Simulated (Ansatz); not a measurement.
Take Mg$_{2}$Sn (space group Fm-3m, No. 225; relaxed with 0.1 eV smearing) as the base.

```xyz
3
Lattice="0.0000 3.3736 3.3736 3.3736 0.0000 3.3736 3.3736 3.3736 0.0000" Properties=species:S:1:pos:R:3 pbc="T T T"
Mg     1.6868     1.6868     1.6868
Mg     5.0603     5.0603     5.0603
Sn     0.0000     0.0000     0.0000
```

Cartesian axes are those of the cell as printed.

Calculations: plane-wave PAW DFT at the PBEsol level (Ansatz, a quantum-chemistry and plane-wave program, 420 eV), no spin-orbit coupling.

Strains are applied to the cell and any free atomic positions relax; under biaxial strain the out-of-plane vector relaxes too.

One change was made to it. Results:

The volume per atom decreases by 0.165 Å³ to 25.43 Å³; the pressure (mean of the normal stresses, compression positive) goes from zero to 0.3 GPa; the energy grows by 0.3 meV/atom.

### Question
Name the change that was made.
A. biaxial strain −2.50 %, plane normal [001], relaxed out of plane
B. biaxial strain −0.50 %, plane normal [001], relaxed out of plane
C. biaxial strain −1.50 %, plane normal [001], relaxed out of plane
D. biaxial strain +2.50 %, plane normal [001], relaxed out of plane
E. biaxial strain −2.00 %, plane normal [001], relaxed out of plane

### Answer
B, biaxial strain −0.50 %, plane normal [001], relaxed out of plane. For comparison, the energy relative to the base in the other runs: biaxial strain −2.00 %, plane normal [001], relaxed out of plane gives +5.6 meV/atom; biaxial strain +2.50 %, plane normal [001], relaxed out of plane gives +7.7 meV/atom; biaxial strain −1.50 %, plane normal [001], relaxed out of plane gives +3.1 meV/atom; biaxial strain −2.50 %, plane normal [001], relaxed out of plane gives +8.8 meV/atom.

Whether these cells are dynamically stable was not tested.
